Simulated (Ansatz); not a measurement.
Terminations of the (111) surface of fcc Ni, ferromagnetic, measured from the surface 'clean 1x1'. Atoms come from or go to: Al: fcc Al, Br: ½ Br2(g), Cr: bcc Cr, antiferromagnetic, Ga: alpha gallium, Ge: germanium, Ni: fcc Ni, ferromagnetic, Os: hcp Os, Pt: fcc Pt, Ru: hcp Ru, Sn: beta tin. ΔE is the energy of forming the row's surface from that one (negative: more stable at these reservoirs); the vacuum level's shift is aligned on the shared bottom. No zero-point or thermal terms. These are constructed structures in small cells; real faces may alloy, dewet or reconstruct in larger ones, and not all known structures of the face are among them. Slabs of about 10 Å with all that they carry, Fermi-Dirac smearing of 0.1 eV. Bottom of the slabs: a bare face, its two planes held. Relaxed from the named starts with such symmetry as they have, on meshes of like density; energies extrapolated to zero smearing; no spin-orbit coupling, no U. Spin-polarised runs, if any, are marked in brackets, and their order is one that fits the cell; the others ran without spin. Where a second, spin-polarised start was run, the lower counts. A dash marks a value that is undefined for that row (no clear gap, or no work function of a gapped slab) or was not read reliably on its mesh.

Method: PBE (plane waves to 420 eV, PAW; Ansatz, a program for electronic structure).

| surface | atoms added per 1x1 | ΔE per 1x1 (eV) | shift of the vacuum level (eV) | work function (eV) |
|---|---|---|---|---|
| a layer of Ge in place of the second plane [spin, 2.3 μB a cell] | +1 Ge, -1 Ni | 0.79 | 0.09 | 5.16 |
| a pseudomorphic layer of Pt in the other hollow [spin, 4.1 μB a cell] | +1 Pt | ___ | 0.38 | 5.44 |
| a layer of Sn in place of the third plane [spin, 2.6 μB a cell] | -1 Ni, +1 Sn | ___ | 0.06 | 5.15 |
| a pseudomorphic layer of Pt in the host's stacking [spin, 4.1 μB a cell] | +1 Pt | 0.17 | 0.38 | 5.43 |
| a pseudomorphic layer of Al in the other hollow [spin, 3.3 μB a cell] | +1 Al | ___ | -0.95 | 4.11 |
| a pseudomorphic layer of Cr in the other hollow [spin, 3.2 μB a cell] | +1 Cr | 0.61 | 0.39 | 5.45 |
| one row in 4 of the top plane missing [spin, 15.2 μB a cell] | -0.25 Ni | 0.19 | -0.37 | 4.70 |
| a layer of Os in place of the second plane [spin, 2.0 μB a cell] | -1 Ni, +1 Os | 0.94 | 0.06 | 5.12 |
| a layer of Ge in place of the third plane [spin, 2.4 μB a cell] | +1 Ge, -1 Ni | 0.84 | 0.11 | 5.18 |
| (√3x√3)R30° layer of Br, one a cell, on the site that continues the host's stacking [spin, 11.8 μB a cell] | +0.333 Br | ___ | -0.31 | 4.76 |
| a pseudomorphic layer of Ga in the other hollow [spin, 3.5 μB a cell] | +1 Ga | -0.28 | -1.09 | 3.97 |
| a pseudomorphic layer of Ru in the other hollow [spin, 3.6 μB a cell] | +1 Ru | 0.67 | 0.24 | 5.30 |

Task: Fill in the missing entries.

Result: 
- a pseudomorphic layer of Pt in the other hollow [spin, 4.1 μB a cell], ΔE per 1x1 (eV): 0.20
- a layer of Sn in place of the third plane [spin, 2.6 μB a cell], ΔE per 1x1 (eV): 3.90
- a pseudomorphic layer of Al in the other hollow [spin, 3.3 μB a cell], ΔE per 1x1 (eV): -0.40
- (√3x√3)R30° layer of Br, one a cell, on the site that continues the host's stacking [spin, 11.8 μB a cell], ΔE per 1x1 (eV): -0.62
